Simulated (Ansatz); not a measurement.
Bond-angle distributions (per cent of the angles at each element, bins of 10°) of a relaxed model of amorphous Si₂₄O₅₁Sc₂ at 2.28 g/cm³. These are PBE, scalar-relativistic without spin-orbit coupling (plane waves to 420 eV, PAW; Ansatz, a program for electronic structure) values and carry that method's errors.

A CHGNet melt-quench gave the starting glass, which DFT then relaxed. O atoms were pushed apart under 1.9 Å during the dynamics, to hinder bonds among them. The hot cell started wider than the set density and was brought back towards it in steps. It is the lowest in DFT energy of 2 quenches. It is a model cell: composition and starting density were chosen by hand, and all elements were melted together. No dispersion term was used. Its density started from a set value of 2.28 and ended at 2.28 g/cm³. The quench (nominally 480 K/ps over its main leg) was far faster than any real one, so the model tends to hold more defects than a real film. A cell of this size samples the disorder only roughly. The volume was held where the preparation left it and the shape relaxed, at a PBE pressure of -2.0 GPa (tension). Stress components on the final sampling reach 2.0 GPa.

Bonds are counted up to Si-Si 2.60 Å, Si-O 1.96 Å, Si-Sc 2.93 Å, O-O 1.58 Å, O-Sc 2.60 Å, Sc-Sc 3.41 Å. Two cations that share two anions don't count as bonded, nor two that share one unless they lie closer than Si-Si 2.38 Å, Si-Sc 2.85 Å, Sc-Sc 3.32 Å.

| angle (°) | at Si | at O |
|---|---|---|
| 50-60 | 0 | 0 |
| 60-70 | 0 | 0 |
| 70-80 | 0 | 0 |
| 80-90 | 4 | 2 |
| 90-100 | 3 | 7 |
| 100-110 | 54 | 0 |
| 110-120 | 32 | 7 |
| 120-130 | 7 | 10 |
| 130-140 | 0 | 31 |
| 140-150 | 0 | 14 |
| 150-160 | 0 | 19 |
| 160-170 | 0 | 7 |
| 170-180 | 1 | 5 |

They go with these counts of neighbours within the cut-offs, cation contacts included: Si mean 4.0, most often 4; O mean 2.1, most often 2.
